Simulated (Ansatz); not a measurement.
The starting structures come from a database of crystals and need not be the phases stable at ambient conditions.

 Where the default PAW files enter, the runs use the earlier of Ansatz's two default sets.

Crystal: RbCaH3 (Pm-3m, cubic perovskite, not sure to be the ambient phase, 5 atoms a cell, 18.5 Å³ an atom); planes in its conventional cell.

Method: r2SCAN (plane waves, PAW; Ansatz, a quantum-chemistry and plane-wave program).

The gap is the functional's own, uncorrected, and κ follows it; spin-orbit coupling is left out. Mid-gap values are interpolated between the computed energies.

| plane | area of the cell (Å²) | mid-gap κ (1/Å) | largest κ in the gap (1/Å) |
|---|---|---|---|
| (001) | 20.4 | 0.38 | 0.38 |
| (110) | 28.9 | … | … |
| (111) | 35.4 | … | … |

**Question.** The slowest decay depends on the direction. Supply the withheld values.

**Answer.** 
- (110), mid-gap κ (1/Å): 0.34
- (110), largest κ in the gap (1/Å): 0.34
- (111), mid-gap κ (1/Å): 0.37
- (111), largest κ in the gap (1/Å): 0.37
